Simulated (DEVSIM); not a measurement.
Device: illuminated Si n-on-p cell, one wavelength, with a back-surface field, at 350 K.

Layer 1 from the left is Si, thickness (μm) 0.330, Nd (cm⁻³) 7.9e18, τn (s) 4.5e-8, τp (s) 4.8e-8, absorption coefficient (cm⁻¹) 47000. Layer 2 from the left is Si, thickness (μm) 44.0, Na (cm⁻³) 4.6e16, τn (s) 2.8e-7, τp (s) 2.8e-7, absorption coefficient (cm⁻¹) 47000. Layer 3 from the left is Si, thickness (μm) 0.500, Na (cm⁻³) 2.1e17, τn (s) 2.8e-7, τp (s) 2.8e-7, absorption coefficient (cm⁻¹) 47000.

Left contact: ohmic, minority hole recombination velocity 20000 cm/s. Right contact: ohmic, minority electron recombination velocity 2e5 cm/s. Voltage is applied to the left contact. Recombination: SRH at mid-gap, radiative, Auger. Gap narrowing is on: ΔEg = 6.92 meV × (l + √(l² + 0.5)), l = ln(N/1.3e17 cm⁻³), shared equally by both band edges. Light enters at the left, 5.7e16 photons cm⁻² s⁻¹, one pass, no reflection. Mobility is μmin + (μ − μmin)/(1 + (N/Nref)^α).

This is a model device: material constants are rounded textbook-type values typed into the input, and sizes, dopings and lifetimes were drawn at random. Values at 300 K; Nc and Nv go as T^1.5, mobilities as T to minus their exponent, the gap by Varshni's rule with the affinity fixed.

Si: gap (eV) 1.124, affinity (eV) 4.05, permittivity 11.7, Nc (cm⁻³) 2.86e19, Nv (cm⁻³) 3.1e19, μn (cm²/Vs) 1417, μp (cm²/Vs) 470, μn,min 52, μp,min 45, Nref,n 9.7e16, Nref,p 2.2e17, αn 0.68, αp 0.72, T exponent of μn 2.3, T exponent of μp 2.2, B (cm³/s) 4.7e-15, Cn (cm⁶/s) 2.8e-31, Cp (cm⁶/s) 9.9e-32, Varshni α (eV/K) 0.000473, Varshni β (K) 636.

Simulated with DEVSIM: 1D drift-diffusion, Boltzmann statistics, complete ionisation; no tunnelling, impact ionisation, image-force lowering or self-heating.

Q: What does the simulation give for the dark forward voltage at 100 A/cm², the share of generated pairs collected at short circuit, the dark forward voltage at 1 A/cm², the open-circuit voltage?

A: dark forward voltage at 100 A/cm² 0.786 V; share of generated pairs collected at short circuit 0.870; dark forward voltage at 1 A/cm² 0.580 V; open-circuit voltage 0.431 V.
